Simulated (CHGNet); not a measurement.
**Fluorite PtAl2**

These are the machine-learned potential CHGNet 0.3.0 (trained on PBE and PBE+U data) values and carry that method's errors.

Cell (relaxed at this level):

```
CELL_PARAMETERS angstrom
      0.00000     2.97259     2.97259
      2.97259     0.00000     2.97259
      2.97259     2.97259     0.00000
ATOMIC_POSITIONS crystal
  Al 0.25000 0.25000 0.25000
  Al 0.75000 0.75000 0.75000
  Pt 0.00000 0.00000 0.00000
```

```yaml
equilibrium_lattice_constant_a: 5.945 Å
equilibrium_volume_per_atom: 17.51 Å³/atom
```

Measured, for comparison: lattice constant a 5.91 Å (temperature not stated, copied from a table, unchecked, no zero-point or thermal correction; as tabulated in Crystal Structures 1, 239 (1963)). Computed (rounded) less measured: lattice constant a not scored (unchecked).

A machine-learned potential is trained on density-functional data: it inherits that level's misses and adds fitting errors of its own.
